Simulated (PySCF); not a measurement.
PySCF 2.14.0, TPSSH/def2-svp, df: Hf(OH)2(OSiH3)2 ([OH][Hf]([OH])([O][SiH3])[O][SiH3]), 15 atoms. The geometry is a generated start, not checked to be a minimum at this level.

```
Property                                             Value
-------------------------  -------------------------------
task                                                energy
method                                               tpssh
basis                                             def2-svp
two-electron scheme                        density fitting
mol.max_memory                                     3000 MB
mf.max_cycle                                           100
mf.init_guess                              minao (default)
mf.DIIS                                    CDIIS (default)
mf.conv_tol                                1e-09 (default)
mf.grids.level                                 3 (default)
effective core potentials  those of the basis set, past Kr
basis functions                                        164
grid points                                         196944
```

```xyz
15

Hf    -0.2131     0.7530     0.0366
O     -0.2411     2.6276     0.1381
H     -1.0837     3.0155    -0.1308
O     -0.5298    -0.1864     1.6216
H     -0.1787    -1.0842     1.6162
O      1.4184    -0.0074    -0.5632
Si     2.6205     0.1188     0.4998
H      2.3233     1.2352     1.4505
H      3.8500     0.3836    -0.2458
H      2.7431    -1.1536     1.2440
O     -1.6638     0.3582    -1.1283
Si    -2.1562    -1.1708    -1.1263
H     -0.9694    -2.0788    -1.0521
H     -2.8748    -1.3737    -2.3819
H     -3.0446    -1.4370     0.0217
```

Charge 0 and multiplicity 1 are set for this test and not shown to be the ground state.

One run each on 2 threads, 1 BLAS thread. Values of diis_space tried: 3, 5, 8 (default), 12, 20.

Task: How does the count of Fock builds change with diis_space, and where is it least?

Result: Fewest Fock builds, within one of each other: 8 (default) with 13, 12 with 13, 20 with 13. The count rises to 22 at 3. All converge to one solution.

```
diis_space   Fock builds            end
-----------  -----------  -------------
3                     22  same solution
5                     15  same solution
8 (default)           13  same solution
12                    13  same solution
20                    13  same solution
```
